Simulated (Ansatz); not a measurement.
## Al2Cu: response to strain

Base system: Al2Cu (space group I4/mcm, No. 140; a = 6.006 Å, c = 4.791 Å). Axes: x, y, z lie along a, b, c of the conventional cell.

Strains are applied to the cell and any free atomic positions relax.

Level of theory: r2SCAN in Ansatz (plane waves to 500 eV, PAW, no SOC), earlier PAW set.

Notes on the quantities. pressure: mean of the normal stresses, compression positive; energy relative to the base: free energy F.

```
variant                           pressure  energy relative to the base  volume per atom
------------------------------  ----------  ---------------------------  ---------------
base                               0.0 GPa                   0 meV/atom         14.40 Å³
isotropic strain +4.31 %        (withheld)                   (withheld)         16.34 Å³
uniaxial strain ε_xx = −0.36 %     0.4 GPa                +0.1 meV/atom         14.35 Å³
tensor shear ε_yz = −3.79 %        0.4 GPa                +8.2 meV/atom         14.38 Å³
```

Some entries are withheld; estimate them.


- isotropic strain +4.31 %, pressure: -10.7 GPa
- isotropic strain +4.31 %, energy relative to the base: +73 meV/atom

Without a gap, meshes like the base's 12×12×12 leave anisotropic stresses uncertain by several tenths of a GPa, and small strain energies with them. Stability against distortions was not tested. All final runs are without spin polarisation.

Ansatz is an electronic-structure program.
